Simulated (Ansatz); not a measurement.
**SiC under a change: biaxial strain +0.75 %, plane normal [001], relaxed out of plane**

Base system: SiC (space group P6_3mc, No. 186; a = 3.058 Å, c = 10.012 Å). Axes: x lies along a and z along c of the hexagonal cell.

It is then changed as follows: tensile biaxial strain of 0.75 % in the plane normal to [001], as in epitaxy on a mismatched substrate; the out-of-plane cell vector and the atoms relax.

The values are results of LDA in Ansatz (plane waves to 420 eV, PAW, no SOC), not measurements. k-mesh 12×12×4 (Γ-centred); smearing 0.05 eV (Fermi–Dirac).

- Volume per atom = 10.27 Å³ (base 10.14 Å³)
- Space group = P6_3mc (No. 186) (base P6_3mc (No. 186))
- Shortest interatomic distance = 1.878 Å (base 1.871 Å)
- Pressure (mean of the normal stresses, compression positive) = -3.01 GPa (base 0.00 GPa)
- Band gap = 2.20 eV (base 2.18 eV)
- Gap character = indirect, Γ → M (base indirect, Γ → M)
- Smallest direct gap = 3.33 eV (base 3.31 eV)
- Width of the top valence band = 2.43 eV (base 2.48 eV)
- Hole mass = 0.21 mₑ out of plane, 2.4 mₑ in plane (at Γ)
- Valence-band top at Γ (three highest levels, from the VBM) = 0.00, -0.04, -0.04 eV (base 0.00, 0.00, -0.05 eV)
- Out-of-plane strain = -0.16 %

Masses are band curvatures over ±0.01 Å⁻¹ around the edge. Stability against distortions was not tested.

Ansatz is a program for electronic structure.
